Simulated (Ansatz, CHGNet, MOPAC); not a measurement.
**Lattice constant a of antifluorite Be2C: levels of theory against measurement**

Reference value: 4.34 ± 0.002 Å (measured, temperature not stated, no zero-point or thermal correction; as tabulated in Freccero, Grin, Wagner, Dalton Trans. (2023), ESI).

```tsv
level (code)	value (Å)
AM1 semi-empirical Hartree-Fock (MOPAC)	5.475
CHGNet 0.3.0	4.332
LDA (Ansatz)	4.268
PBE (Ansatz)	4.328
PBE-D4 (Ansatz)	___
HSE06 (Ansatz)	4.306
Hartree–Fock (Ansatz)	___
```

Question: Fill in the missing entries.

Answer: 
- PBE-D4 (Ansatz, a program for electronic structure), value (Å): 4.302
- Hartree–Fock (Ansatz), value (Å): 4.347

Differences against the reference: AM1 semi-empirical Hartree-Fock (MOPAC) +26 %, CHGNet 0.3.0 -0.18 %, LDA -1.66 %, PBE -0.28 %, PBE-D4 -0.88 %, HSE06 -0.78 %, Hartree–Fock +0.16 %.

The reference's temperature isn't stated, so close values are not ranked against it. Off by more than 2.50 %, or 3.50 % on the side where a correction would as a rule narrow the miss (bounds picked here): AM1 semi-empirical Hartree-Fock (MOPAC) (+26 %).

The measured value isn't corrected to a static lattice, so vibrations enter the comparison. A static lattice is as a rule a little smaller than the measured one.  AM1 semi-empirical Hartree-Fock (MOPAC): the cell moved over 20 % in volume from its start. AM1 semi-empirical Hartree-Fock (MOPAC): the method was fitted mainly to molecules. AM1 semi-empirical Hartree-Fock (MOPAC): the run uses a supercell at the zone centre in place of a k mesh. Cutoffs and k meshes differ between the levels. Ansatz's density-functional and Hartree–Fock values are scalar-relativistic unless marked +SOC, with PAW data made under PBE.

Machine-learned potentials (CHGNet 0.3.0) are trained on DFT data: a solid inside that data is no test of them.

Differences are worked out from the printed values.
